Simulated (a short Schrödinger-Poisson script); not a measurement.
## Symmetric double-gate stack, SiO2 on p-type Ge(111)

Structure: symmetric double-gate stack, SiO2 on p-type Ge(111), at 300 K.

```
layer  material  thickness (nm)  Na (cm⁻³)
-----  --------  --------------  ---------
1          SiO2             3.1          -
2            Ge               5       3e16
3          SiO2             3.1          -
```

Constants are typed, rounded textbook-type inputs, not results; the design itself was drawn at random and stands for no fabricated device. SiO2: permittivity 3.9, conduction-band edge (eV) 3.1, gap (eV) 9, electron mass (mₑ) 0.5. Ge: permittivity 16, conduction-band edge (eV) 0, gap (eV) 0.664, Nv at 300 K (cm⁻³) 6e18.

Channel valleys (confinement mass, in-plane density-of-states mass, number): L1 1.59, 0.08, 1; L3 0.09, 0.34, 3. At the gates, both at one voltage, the conduction-band edge of layer 1 lies 3.38 eV − eVg above the Fermi level of the channel. Gaps are held at their typed values at every temperature. Mesh 0.03 nm at interfaces.

From a short Schrödinger-Poisson script (our own, NumPy): 1D Poisson equation in equilibrium, electrons quantum, Hartree (BenDaniel-Duke, 12 states a valley, the channel's in-plane mass for all, wave functions ending at the dielectric), parabolic valleys, classical holes, full ionisation, no traps, pinning or gate leakage.

| Vg (V) | electrons (cm⁻²) | C (μF/cm²) | L1 E0 (meV) | L1 E1 (meV) | L3 E0 (meV) | L3 E1 (meV) |
|---|---|---|---|---|---|---|
| 0 | 1.61e7 | < 0.003 | 290.6 | 319.0 | 448.3 | 949.5 |
| 0.1 | 7.68e8 | 0.00484 | 190.7 | 219.0 | 348.4 | 849.6 |
| 0.2 | 3.30e10 | 0.187 | 93.3 | 121.6 | 250.9 | 752.1 |
| 0.3 | 4.23e11 | 1.08 | 24.3 | 52.0 | 182.0 | 682.6 |
| 0.4 | 1.25e12 | 1.50 | -9.8 | 16.8 | 147.9 | 647.3 |
| 0.5 | 2.24e12 | 1.65 | -31.4 | -6.2 | 126.3 | 624.5 |
| 0.6 | 3.30e12 | 1.73 | -48.0 | -24.0 | 110.0 | 606.8 |
| 0.7 | 4.40e12 | 1.78 | -61.6 | -39.0 | 96.5 | 592.0 |
| 0.8 | 5.52e12 | 1.82 | -73.4 | -52.0 | 85.0 | 579.2 |
| 0.9 | 6.67e12 | 1.85 | -83.7 | -63.6 | 75.0 | 567.8 |
| 1 | 7.83e12 | 1.87 | -93.0 | -74.1 | 66.1 | 557.6 |
| 1.1 | 9.00e12 | 1.89 | -101.4 | -83.7 | 58.2 | 548.4 |
| 1.2 | 1.02e13 | 1.90 | -109.0 | -92.6 | 51.1 | 539.9 |
| 1.3 | 1.14e13 | 1.92 | -116.1 | -100.8 | 44.7 | 532.2 |
| 1.4 | 1.26e13 | 1.93 | -122.6 | -108.5 | 39.0 | 525.0 |
| 1.5 | 1.38e13 | 1.94 | -128.8 | -115.8 | 33.7 | 518.3 |
| 1.6 | 1.50e13 | 1.94 | -134.6 | -122.7 | 28.8 | 512.1 |
| 1.7 | 1.62e13 | 1.95 | -140.1 | -129.3 | 24.3 | 506.2 |

Gate voltages with under 1e6 electrons/cm² are left out.

Subbands count from the Fermi level. The capacitance is that of both gates.

Only the L valleys are kept; under strong confinement the Δ valleys of Ge fill too.
